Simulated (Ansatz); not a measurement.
Consider the following.

End structure of a constructed model of the (111) surface of germanium, (√3x√3)R30° Au adatom at H3 (bottom of the slab: 3 H on 3 bottom sites):

```
CELL_PARAMETERS angstrom
      6.10940     3.52727     0.00000
     -6.10940     3.52727     0.00000
      0.00000     0.00000    30.00000
ATOMIC_POSITIONS crystal
  Ge 0.00000 0.00000 0.32531
  Ge 0.33333 0.66667 0.32531
  Ge 0.66667 0.33333 0.32531
  Ge 0.00000 0.66667 0.35302
  Ge 0.33333 0.33333 0.35302
  Ge 0.66667 0.00000 0.35302
  Ge 0.00000 0.66509 0.43564
  Ge 0.33176 0.33333 0.43564
  Ge 0.66824 0.00158 0.43564
  Ge 0.00000 0.33333 0.46488
  Ge 0.33333 0.00000 0.46278
  Ge 0.66667 0.66667 0.46278
  Ge 0.00000 0.33333 0.54870
  Ge 0.33333 0.00000 0.54581
  Ge 0.66667 0.66667 0.54581
  Ge 0.00000 0.99486 0.57469
  Ge 0.33847 0.67181 0.57469
  Ge 0.66153 0.33333 0.57469
  Ge 0.00000 0.98791 0.65855
  Ge 0.34543 0.67876 0.65855
  Ge 0.65457 0.33333 0.65855
  Ge 0.00000 0.64790 0.68818
  Ge 0.31457 0.33333 0.68818
  Ge 0.68543 0.01877 0.68818
  H  0.00000 0.99887 0.27337
  H  0.33447 0.66780 0.27337
  H  0.66553 0.33333 0.27337
  Au 0.00000 0.33333 0.73645
```

Slab: 28 atoms, 13.6 Å thick at the start with caps and adatoms (thin: gaps and levels are the slab's own); k 5x5x1, smearing 0.025 eV, dipole-corrected; 6 atoms held, the rest relaxed; held to the start's symmetry, so lower structures may exist; no spin (no spin-polarised run to compare, though such a face may carry moments), no spin-orbit, no U. The slab shows no gap on its mesh. In PBE it is, or lies within 0.01 eV a 1x1 cell of, the lowest of the 2 structures of its composition computed so far; subsurface sites and larger cells were not tried.

### Question
Predict the work function of the top face from PBE (Ansatz, a first-principles code).

### Answer
4.92 eV
